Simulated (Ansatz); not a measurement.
Consider HgS in the zinc blende structure (space group F-43m, No. 216; a = 5.876 Å).

Level of theory: plane-wave PAW DFT at the PBEsol level (Ansatz, a quantum-chemistry and plane-wave program, 420 eV), without spin-orbit coupling.

Before the change:

| Property | Value |
|---|---|
| Band gap | zero |
| Shortest interatomic distance | 2.544 Å |

One thing is altered: every Hg is replaced by Cd, then cell and atoms are relaxed.

Question: Predict the new band gap, hole mass, electron mass and shortest interatomic distance.

Answer: The band gap goes from zero to 1.01 eV; the hole mass (degenerate bands, along [100]) comes out as 0.12, 0.75, 0.75 mₑ (at Γ); the electron mass comes out as 0.11 mₑ (at Γ); the shortest interatomic distance drops by 0.022 Å to 2.522 Å.

Spin-orbit coupling, missing from the scalar runs, can matter with Hg. Effective masses come from finite differences of ±0.01 Å⁻¹. Stability against distortions was not tested. All final runs are without spin polarisation. The zero or small gap of HgS can change with the level of theory.
